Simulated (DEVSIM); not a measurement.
System: illuminated Si n-on-p cell, one wavelength, at 400 K.

| layer (left to right) | material | thickness (μm) | Nd (cm⁻³) | Na (cm⁻³) | τn (s) | τp (s) | absorption coefficient (cm⁻¹) |
|---|---|---|---|---|---|---|---|
| 1 | Si | 0.370 | 4.6e18 | - | 2.8e-7 | 8.4e-8 | 14000 |
| 2 | Si | 47.0 | - | 1e16 | 1.4e-6 | 1.4e-6 | 14000 |

Left contact: ohmic, minority hole recombination velocity 300 cm/s. Right contact: ohmic, minority electron recombination velocity 4000 cm/s. Voltage is applied to the left contact. Recombination: SRH at mid-gap, radiative, Auger. Gap narrowing is on: ΔEg = 6.92 meV × (l + √(l² + 0.5)), l = ln(N/1.3e17 cm⁻³), shared equally by both band edges. Light enters at the left, 2.9e18 photons cm⁻² s⁻¹, one pass, no reflection. Mobility is μmin + (μ − μmin)/(1 + (N/Nref)^α).

This is a model device: material constants are rounded textbook-type values typed into the input, and sizes, dopings and lifetimes were drawn at random. Values at 300 K; Nc and Nv go as T^1.5, mobilities as T to minus their exponent, the gap by Varshni's rule with the affinity fixed.

```csv
parameter,Si
gap (eV),1.124
affinity (eV),4.05
permittivity,11.7
Nc (cm⁻³),2.86e19
Nv (cm⁻³),3.1e19
μn (cm²/Vs),1417
μp (cm²/Vs),470
"μn,min",52
"μp,min",45
"Nref,n",9.7e16
"Nref,p",2.2e17
αn,0.68
αp,0.72
T exponent of μn,2.3
T exponent of μp,2.2
B (cm³/s),4.7e-15
Cn (cm⁶/s),2.8e-31
Cp (cm⁶/s),9.9e-32
Varshni α (eV/K),0.000473
Varshni β (K),636
```

Simulated with DEVSIM: 1D drift-diffusion, Boltzmann statistics, complete ionisation; no tunnelling, impact ionisation, image-force lowering or self-heating.

The photon flux was swept, all else fixed.

```tsv
photon flux (cm^-2 s^-1)	largest power (mW/cm²)	short-circuit current (mA/cm²)	fill factor	open-circuit voltage (V)
8.7e16	2.80	13.8	0.67	0.303
2.9e17	11.0	46.1	0.69	0.345
8.7e17	37.6	138	0.71	0.383
2.9e18	142	461	0.72	0.425
8.7e18	467	?	0.73	?
2.9e19	1660	4620	0.71	0.509
8.7e19	5030	13900	0.66	0.553
```

### Question
Fill in the missing entries.

### Answer

- 8.7e18, short-circuit current (mA/cm²): 1380
- 8.7e18, open-circuit voltage (V): 0.464
